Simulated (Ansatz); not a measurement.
Cost and result by functional for the adsorption energy of H on the 1x1 (111) surface of fcc Rh, one in a 2x2 cell, started at the site 'bridge Rh-Rh (span 2.7 Å)', in Ansatz (plane waves, PAW). Single points on the PBE structure, on one kind of machine; costs are rough ratios of the slab run's core time (references not counted) to the cheapest single point. r2SCAN's cost holds its higher cutoff (500 against 420 eV). Differences are taken against r2SCAN for comparison alone: no measured value is at hand, so the table doesn't rank accuracy.

Set-up: 17 atoms, 6.5 Å thick at the start under the adsorbate (thin: gaps and levels are the slab's own); mesh 6x6x1; 0.1 eV smearing; dipole correction on; 8 atoms held, the rest relaxed; start symmetry kept, larger cells not searched; no spin, no spin-orbit, no U, no dispersion correction. At the end it is bonded to 3 Rh. In PBE it is, or lies within 0.03 eV of, the lowest of the starts that converged. These notes are the PBE run's. Adsorption energies are against ½ H2(g). A negative adsorption energy means that the adsorbate is more stable on the surface than in its reference.

| functional | relative cost | adsorption energy (eV) | less r2SCAN (eV) |
|---|---|---|---|
| RPBE | 1 | -0.38 | 0.23 |
| r2SCAN | 2 | -0.61 | 0.00 |
| PBE (the relaxed run's value) | – | -0.55 | 0.06 |

The values span 0.23 eV, while the single points' costs differ by a factor of roughly 2. Differences are of unrounded values.

Ansatz is a program for electronic structure.
